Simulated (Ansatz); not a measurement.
The reference is HfO2 in the fluorite structure (space group Fm-3m, No. 225).

```yaml
crystal:
  lattice:
    - [0.00000, 2.52923, 2.52923]
    - [2.52923, 0.00000, 2.52923]
    - [2.52923, 2.52923, 0.00000]
  atoms:
    - { symbol: Hf, position: [0.00000, 0.00000, 0.00000] }
    - { symbol: O, position: [0.25000, 0.25000, 0.25000] }
    - { symbol: O, position: [0.75000, 0.75000, 0.75000] }
```

Cartesian axes are those of the cell as printed.

Computed with r2SCAN (Ansatz, a program for electronic structure, PAW, no spin-orbit coupling).

Before the change:

```
Item        Value
--------  -------
Band gap  4.30 eV
```

The change: tensor shear ε_yz = −3.62 % (engineering shear γ = -0.0724), atoms relaxed at fixed cell.

### Question
How does this affect the stress?

### Answer
The stress (xx, yy, zz, yz, xz, xy; compression positive) comes out as (0.68, 0.84, 0.84, 5.57, 0.00, 0.00) GPa.

### Question
How does this affect the largest internal atomic displacement?

### Answer
The largest internal atomic displacement amounts to 0.026 Å.

### Question
What does the calculation give for the band gap after the change?

### Answer
The band gap hardly moves (4.30 eV against 4.31 eV).

With Hf present, leaving out spin-orbit coupling can change the band edges. The cells carry an imposed strain or load. No phonon test of stability was made. This is not the structure that HfO2 has at room temperature and ambient pressure.
